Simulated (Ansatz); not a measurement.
# TaAs: pressure series

The reference is TaAs (space group I4_1md, No. 109).

```cif
data_As2Ta2
_chemical_formula_sum 'Ta2 As2'
_space_group_name_H-M_alt 'P 1'
_space_group_IT_number 1
_cell_length_a 6.34225
_cell_length_b 6.34225
_cell_length_c 6.34225
_cell_angle_alpha 148.515
_cell_angle_beta 148.515
_cell_angle_gamma 45.126
loop_
_space_group_symop_operation_xyz
  'x, y, z'
loop_
_atom_site_label
_atom_site_type_symbol
_atom_site_fract_x
_atom_site_fract_y
_atom_site_fract_z
_atom_site_occupancy
Ta1 Ta 0.99928 0.99928 0.00000 1
Ta2 Ta 0.74928 0.24928 0.50000 1
As1 As 0.41672 0.41672 0.00000 1
As2 As 0.16672 0.66672 0.50000 1
```

Cell and atoms are relaxed at each pressure.

All numbers come from DFT with r2SCAN, PAW potentials and a 500 eV plane-wave cutoff in Ansatz (a program for electronic structure), no SOC, earlier PAW set.

Notes on the quantities. enthalpy: H = E + PV relative to the base's energy.

```tsv
change	enthalpy	volume per atom	c/a ratio
base	–	17.34 Å³	3.404
pressure 0.9 GPa	+0.10 eV/atom	17.26 Å³	3.401
pressure 2.1 GPa	+0.23 eV/atom	17.15 Å³	3.397
pressure 4.5 GPa	+0.48 eV/atom	16.95 Å³	3.391
pressure 9 GPa	+0.95 eV/atom	16.59 Å³	3.377
```

Load acts through the strain it causes; cell and atoms are relaxed under it. Stability against distortions was not tested. No other phases were tried under pressure. The final runs are not spin-polarised.
